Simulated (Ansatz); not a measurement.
An ideal cubic perovskite cell is held by its symmetry; such compounds can tilt or shift off centre at room temperature. The starting structures come from a database of crystals and need not be the phases stable at ambient conditions.

By PBEsol, the system below comes out a metal.

A figure of merit of an interconnect metal is its ballistic conductance per area.

Consider the following.

```xyz
5
Lattice="4.0484 0.0000 0.0000 0.0000 4.0484 0.0000 0.0000 0.0000 4.0484" Properties=species:S:1:pos:R:3 pbc="T T T"
Ba     2.0242     2.0242     2.0242
Mo     0.0000     0.0000     0.0000
O      0.0000     2.0242     0.0000
O      2.0242     0.0000     0.0000
O      0.0000     0.0000     2.0242
```

Space group of this cell: Pm-3m, cubic perovskite. The cell is taken as given; by PBEsol its mean pressure is -5.4 GPa.

The current flows along the normal of the first two printed cell vectors, the (001) plane of the conventional cell. No spin-orbit coupling; the value is a mean over 0.1 eV about the Fermi level.

Problem. Predict the ballistic conductance per area from PBEsol (Ansatz, a program for electronic structure).

Solution. 0.61 × 10¹⁵ S/m² for both spins.
